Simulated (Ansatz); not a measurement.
Hf, element substitutions

Start from Hf in the hcp (Mg type) structure (space group P6_3/mmc, No. 194; a = 3.2041 Å, c = 5.0689 Å).

Each row replaces one element on all its sites; cell and atoms are relaxed.

Levels (all Ansatz, an electronic-structure program, PAW, earlier PAW set): PBE (420 eV, no SOC); PBEsol (420 eV, without spin-orbit coupling).

The base cell above is that of PBE; each level relaxes its own structures.

| case | shortest interatomic distance, PBE | shortest interatomic distance, PBEsol |
|---|---|---|
| Hf → Zr | 3.189 Å | ___ |
| Hf → Sc | 3.217 Å | ___ |
| Hf → Lu | 3.400 Å | 3.333 Å |

Problem. Complete the table.

Solution. 
- Hf → Zr, shortest interatomic distance, PBEsol: 3.151 Å
- Hf → Sc, shortest interatomic distance, PBEsol: 3.169 Å

PBE lies above PBEsol in every row, by 0.039 Å to 0.067 Å. They put the cases in the same order.

Whether these cells are dynamically stable was not tested. The final runs are not spin-polarised.
